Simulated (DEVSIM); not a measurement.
Device: Schottky contact on n-type InP, at 300 K.

```
layer (left to right)  material  thickness (μm)  Nd (cm⁻³)   τn (s)   τp (s)
---------------------  --------  --------------  ---------  -------  -------
1                           InP            7.10     1.7e15  4.7e-10  4.7e-10
```

Left contact: Schottky, work function 5.22 eV, emission velocity 6.3e6 cm/s. Right contact: ohmic. Voltage is applied to the left contact. Recombination: SRH at mid-gap, radiative, Auger. Mobility is constant in doping.

Constants are typed, rounded textbook-type inputs, not results; the design itself was drawn at random and stands for no fabricated device. Values at 300 K.

```
parameter          InP
-------------  -------
gap (eV)         1.344
affinity (eV)     4.38
permittivity      12.5
Nc (cm⁻³)       5.7e17
Nv (cm⁻³)       1.1e19
μn (cm²/Vs)       5200
μp (cm²/Vs)        170
B (cm³/s)      1.2e-10
Cn (cm⁶/s)       9e-31
Cp (cm⁶/s)       9e-31
```

Simulated with DEVSIM: 1D drift-diffusion, Boltzmann statistics, complete ionisation; no tunnelling, impact ionisation, image-force lowering or self-heating. Metal contacts follow the ideal Schottky-Mott rule: no Fermi-level pinning, no interface dipoles.

The doping Nd of layer 1 was swept, all else fixed.

```
doping Nd of layer 1 (cm^-3)  largest field in the device at zero bias (V/cm)  potential step across the device at zero bias (V)  dark forward voltage at 1 A/cm² (V)
----------------------------  -----------------------------------------------  -------------------------------------------------  -----------------------------------
5.1e13                                                                   2900                                              0.599                                0.539
1.7e14                                                                   5500                                              0.630                                0.517
5.1e14                                                                   9700                                              0.659                                0.506
1.7e15                                                                  18000                                              0.690                                0.501
5.1e15                                                                  32000                                              0.718                                0.499
1.7e16                                                                  60000                                              0.749                                0.498
5.1e16                                                                 100000                                              0.778                                0.498
```

From the first row to the last the largest field in the device at zero bias goes from 2900 to 100000. From the first row to the last the potential step across the device at zero bias goes from 0.599 to 0.778.
